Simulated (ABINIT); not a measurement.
# Worked example: self-consistent single point of NbCr2 (Fd-3m, 6 atoms in the cell) in ABINIT

Method of the run: PBEsol, PAW (JTH v2.0 PBE PAW, files made for PBE) (plane waves; ABINIT).

This input was run:

```
# NbCr2, JTH v2.0 PBE PAW
pp_dirpath "./"
pseudos "Nb.GGA_PBE-JTH.xml, Cr.GGA_PBE-JTH.xml"
acell 4.9313626920 4.9313626920 4.9313626920 Angstrom
rprim
        -0.0000000000    0.7071067812    0.7071067812
         0.7071067812    0.0000000000    0.7071067812
         0.7071067812    0.7071067812   -0.0000000000
natom 6
ntypat 2
znucl 41 24
typat 1 1 2 2 2 2
xcart
         0.0000000000    0.0000000000    0.0000000000
         1.7435000000    1.7435000000    1.7435000000
         4.3587500000    4.3587500000    4.3587500000
         4.3587500000    2.6152500000    2.6152500000
         2.6152500000    2.6152500000    4.3587500000
         2.6152500000    4.3587500000    2.6152500000
      Angstrom
ecut 30
pawecutdg 60
pawxcdev 0
ixc -116133
nsppol 2
spinat
      0 0 0
      0 0 0
      0 0 3
      0 0 3
      0 0 3
      0 0 3
occopt 3
tsmear 0.00499791
nband 59
kptopt 1
ngkpt 4 4 4
nshiftk 1
shiftk 0 0 0
nstep 60
tolvrs 1.0e-10
prtwf 0
prtden 0
enunit 2
```

Log, with long lists cut:

```
 Symmetries : space group Fd -3 m (#227); Bravais cF (face-center cubic)

 -outvars: echo values of preprocessed input variables --------
            acell      9.3189249498E+00  9.3189249498E+00  9.3189249498E+00 Bohr
             ecut      3.00000000E+01 Hartree
           enunit           2
              ixc     -116133
         kptrlatt        4    0    0      0    4    0      0    0    4
          kptrlen      3.72756998E+01
            natom           6
            nband          59
            ngfft          48      48      48
          ngfftdg          72      72      72
             nkpt           8
           nspden           2
           nsppol           2
            nstep          60
             nsym          48
           ntypat           2
           occopt           3
        pawecutdg      6.00000000E+01 Hartree
         pawxcdev           0
            rprim     -0.0000000000E+00  7.0710678120E-01  7.0710678120E-01
                       7.0710678120E-01  0.0000000000E+00  7.0710678120E-01
                       7.0710678120E-01  7.0710678120E-01 -0.0000000000E+00
          spgroup         227
           spinat      0.0000000000E+00  0.0000000000E+00  0.0000000000E+00
                       0.0000000000E+00  0.0000000000E+00  0.0000000000E+00
                       0.0000000000E+00  0.0000000000E+00  3.0000000000E+00
                       0.0000000000E+00  0.0000000000E+00  3.0000000000E+00
                       0.0000000000E+00  0.0000000000E+00  3.0000000000E+00
                       0.0000000000E+00  0.0000000000E+00  3.0000000000E+00
           tolvrs      1.00000000E-10
           tsmear      4.99791000E-03 Hartree
            typat      1  1  2  2  2  2
           useylm           1
             xred     -1.0021245408E-11 -1.0021245408E-11 -1.0021162141E-11
                       2.4999999999E-01  2.4999999999E-01  2.4999999999E-01
   [... lines left out ...]
                       6.2499999999E-01  6.2499999999E-01  1.2499999999E-01
                       6.2499999999E-01  1.2499999999E-01  6.2499999999E-01
            znucl       41.00000   24.00000

== DATASET  1 ==================================================================

 Real(R)+Recip(G) space primitive vectors, cartesian coordinates (Bohr,Bohr^-1):
 R(1)=  0.0000000  6.5894750  6.5894750  G(1)= -0.0758786  0.0758786  0.0758786
 R(2)=  6.5894750  0.0000000  6.5894750  G(2)=  0.0758786 -0.0758786  0.0758786
 R(3)=  6.5894750  6.5894750  0.0000000  G(3)=  0.0758786  0.0758786 -0.0758786
 Unit cell volume ucvol=  5.7224558E+02 bohr^3
 Angles (23,13,12)=  6.00000000E+01  6.00000000E+01  6.00000000E+01 degrees

 Coarse grid specifications (used for wave-functions):

 getcut: wavevector=  0.0000  0.0000  0.0000  ngfft=  48  48  48
         ecut(hartree)=     30.000   => boxcut(ratio)=   2.08905

 Fine grid specifications (used for densities):

 getcut: wavevector=  0.0000  0.0000  0.0000  ngfft=  72  72  72
         ecut(hartree)=     60.000   => boxcut(ratio)=   2.21578

   1.14285476E+04                                ecore*ucvol(ha*bohr**3)

_setup2: Arith. and geom. avg. npw (full set) are    4489.266    4489.240
--- !BeginCycle
solver: {iscf: 17, nstep: 60, nline: 4, wfoptalg: 10, }
tolerances: {tolvrs: 1.00E-10, }
...

     iter   Etot(hartree)     deltaE(h) residm    nres2    magn
 ETOT  1  -462.97589925559    -4.63E+02 2.17E+00 1.24E+03 2.833
 ETOT  2  -466.77540096236    -3.80E+00 7.77E-02 3.78E+03 7.046
 ETOT  3  -464.65637111250     2.12E+00 2.21E-01 6.14E+02 1.704
 ETOT  4  -464.46446788839     1.92E-01 4.42E-02 6.61E+01 1.805
 ETOT  5  -464.56949894427    -1.05E-01 1.26E-01 3.07E+02 0.133
 ETOT  6  -464.49909382291     7.04E-02 7.51E-02 1.27E+02 0.462
   [... 15 lines left out ...]
 ETOT 22  -464.48343574219     2.77E-11 4.74E-06 2.56E-08 0.000
 ETOT 23  -464.48343574219    -6.14E-12 3.34E-06 1.90E-09 0.000
 ETOT 24  -464.48343574219     1.08E-12 1.09E-06 5.42E-10 0.000
 ETOT 25  -464.48343574219     6.82E-13 7.75E-07 3.05E-10 0.000
 ETOT 26  -464.48343574220    -6.54E-12 2.53E-07 3.84E-11 0.000
 At SCF step   26       nres2   =  3.84E-11 < tolvrs=  1.00E-10 =>converged.

 Cartesian components of stress tensor (hartree/bohr^3)
  sigma(1 1)=  3.70535715E-04  sigma(3 2)=  0.00000000E+00
  sigma(2 2)=  3.70535715E-04  sigma(3 1)=  0.00000000E+00
  sigma(3 3)=  3.70535715E-04  sigma(2 1)=  0.00000000E+00

 Integrated electronic and magnetization densities in atomic spheres:
 Radius=ratsph(iatom), smearing ratsm=  0.0000. Diff(up-dn)=approximate z local magnetic moment.
 Atom    Radius    up_density   dn_density  Total(up+dn)  Diff(up-dn)
    1   2.22094     5.021668     5.021667     10.043335     0.000001
    2   2.22094     5.021668     5.021667     10.043335     0.000001
    3   2.10818     6.086827     6.086828     12.173654    -0.000001
    4   2.10818     6.086827     6.086828     12.173654    -0.000001
    5   2.10818     6.086827     6.086828     12.173654    -0.000001
    6   2.10818     6.086827     6.086828     12.173654    -0.000001
  Sum:             34.390642    34.390645     68.781287    -0.000003
 Total magnetization (from the atomic spheres):            -0.000003
 Total magnetization (exact up - dn):                      -0.000002

 ----iterations are completed or convergence reached----

 reduced coordinates (array xred) for    6 atoms
      -0.000000000010     -0.000000000010     -0.000000000010
       0.249999999990      0.249999999990      0.249999999990
       0.624999999990      0.624999999990      0.624999999990
       0.124999999990      0.624999999990      0.624999999990
       0.624999999990      0.624999999990      0.124999999990
       0.624999999990      0.124999999990      0.624999999990
 cartesian forces (eV/Angstrom) at end:
    1      0.00000000000000     0.00000000000000    -0.00000000000000
    2      0.00000000000000    -0.00000000000000     0.00000000000000
    3      0.00000000000000     0.00000000000000     0.00000000000000
    4      0.00000000000000    -0.00000000000000    -0.00000000000000
    5     -0.00000000000000    -0.00000000000000     0.00000000000000
    6     -0.00000000000000     0.00000000000000    -0.00000000000000
   [... lines left out ...]
 Fermi (or HOMO) energy (hartree) =   0.42546   Average Vxc (hartree)=  -0.47251
 Fermi (or HOMO) energy (eV) =  11.57731   Average Vxc (eV)= -12.85761
   [... lines left out ...]
   [... 5 lines left out ...]
 prteigrs : prtvol=0 or 1, do not print more k-points.

 Eigenvalues (   eV  ) for nkpt=   8  k points, SPIN DOWN:
 kpt#   1, nband= 59, wtk=  0.01563, kpt=  0.0000  0.0000  0.0000 (reduced coord)
 -59.89628  -59.71948  -59.71948  -59.71948  -43.11485  -43.00313  -31.89204  -31.44290
 -31.44290  -31.44290  -31.30270  -31.30270  -30.95663  -30.95663  -30.95663  -30.84976
 -30.84976  -30.84976  -19.30088  -19.30088  -19.30088  -18.99757  -18.99757  -18.99757
   [... 5 lines left out ...]
 prteigrs : prtvol=0 or 1, do not print more k-points.

--- !EnergyTerms
comment             : Components of total free energy in Hartree
kinetic             :  8.76663632423201E+01
hartree             :  9.36652648846763E+01
xc                  : -3.21391061181368E+01
Ewald energy        : -3.49557414974805E+02
psp_core            :  1.99714040203642E+01
local_psp           : -2.91053543124564E+02
spherical_terms     :  6.97850616859025E+00
internal            : -4.64468525901555E+02
'-kT*entropy'       : -1.49070619961542E-02
total_energy        : -4.64483432963551E+02
total_energy_eV     : -1.26392369909818E+04
...

-Cartesian components of stress tensor (GPa)         [Pressure= -1.0902E+01 GPa]
- sigma(1 1)=  1.09015353E+01  sigma(3 2)=  0.00000000E+00
- sigma(2 2)=  1.09015353E+01  sigma(3 1)=  0.00000000E+00
- sigma(3 3)=  1.09015353E+01  sigma(2 1)=  0.00000000E+00

 Calculation completed.
```

The run converged in 26 iterations.

The starting cell comes from a database of published, mostly measured structures (it also holds non-ambient and calculated ones), without a prior relaxation at this level. The starting moments vanished: the run ended non-magnetic, which need not be the lowest state. The potentials were made for another functional than the one used. With a pressure of about -11 GPa the cell is away from its equilibrium volume at this level.

Cost on one core of a shared machine: roughly 8 min.
